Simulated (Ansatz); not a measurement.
**Defect calculation: P on the Ru site (P_Ru) in hcp Ru**

The numbers are results of PBE, PAW (plane waves to 420 eV; Ansatz, a first-principles code), not measurements. Cell and caveats: 48-site cell; 4×4×4 shifted k-points; start: the Ru site; energies good to tenths of an eV; the relaxation kept the symmetry of the starting site; flagged in the runs: a host that isn't quite at rest in this cell.

Neighbours after relaxation, in Å: of the P atom: Ru 2.65, Ru 2.65, Ru 2.65, Ru 2.65, Ru 2.65, Ru 2.65, Ru 2.73, Ru 2.73 (the shell may go on).

Formation energies E_f are those of the neutral cell. Chemical conditions: host crystal and elements as references (Δμ(Ru) = 0.00 eV, Δμ(P) = 0.00 eV; P taken from its element, since no compound that bounds it was computed at this level; only phases computed here count, gases as isolated molecules at 0 K). Reference phases: P: black phosphorus, Ru: hcp Ru.

```tsv
charge	moment (μB)	largest move off a lattice site (Å)	E_f, host crystal and elements as references (eV)
0	not spin-polarised	0.04	0.43
```

Flagged in the runs: a host that isn't quite at rest in this cell.

All states together cost around 18 core-minutes (rough).
